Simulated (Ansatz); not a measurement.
**RbH: H → Li**

The reference is RbH in the rock salt structure (space group Fm-3m, No. 225; a = 5.926 Å).

Now apply this change: full substitution H → Li, then cell and atoms are relaxed.

Calculations: PBEsol (Ansatz, a first-principles code), scalar-relativistic without spin-orbit coupling. k-mesh 11×11×11 (Γ-centred); smearing 0.05 eV (Fermi–Dirac), for the changed cell.

| quantity | base | changed | shift |
|---|---|---|---|
| volume per atom | 26.01 Å³ | 57.84 Å³ | +31.83 Å³ |
| density | 2.76 g/cm³ | 1.33 g/cm³ | -1.43 g/cm³ |
| lattice parameter a | 592.6 pm | 773.4 pm | +180.89 pm |
| space group | Fm-3m (No. 225) | Fm-3m (No. 225) | – |
| shortest interatomic distance | 296.3 pm | 386.7 pm | +90.4 pm |
| band gap | 2.69 eV | zero | – |

Stability against distortions was not tested. As relaxed here, RbLi is a hypothetical phase, not in the database extracts checked.
